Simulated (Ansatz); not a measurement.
The parent structure is InP in the wurtzite structure (space group P6_3mc, No. 186; a model cell, its experimental status unchecked).

```yaml
crystal:
  lattice:
    - [4.16948, 0.00000, 0.00000]
    - [-2.08474, 3.61087, 0.00000]
    - [0.00000, 0.00000, 6.84637]
  atoms:
    - { symbol: In, position: [0.33333, 0.66667, 0.00015] }
    - { symbol: In, position: [0.66667, 0.33333, 0.50015] }
    - { symbol: P, position: [0.33333, 0.66667, 0.37465] }
    - { symbol: P, position: [0.66667, 0.33333, 0.87465] }
```

Levels (all Ansatz, an electronic-structure program, PAW, earlier PAW set): r2SCAN (500 eV, no SOC); HSE06 (420 eV, scalar-relativistic without spin-orbit coupling).

Its gap is 1.09 eV with r2SCAN and 1.41 eV with HSE06.

The change: B takes the place of In on all its sites; the structure is relaxed again.

With r2SCAN the gap becomes 1.19 eV.

If the HSE06 correction stayed the same, what would the HSE06 gap be, and what does the HSE06 run give?

A rigid correction of +0.32 eV gives 1.51 eV. The HSE06 run gives 1.70 eV, so the correction itself changes by +0.19 eV.

Single points use the geometry relaxed with r2SCAN. HSE06 was sampled on its mesh, a few special points and the semilocal edge points, so its gap is an upper bound. Whether these cells are dynamically stable was not tested. For BP in this form, whether it has been made was not checked. This is not the structure that BP has at room temperature and ambient pressure. This is not the structure that InP has at room temperature and ambient pressure.
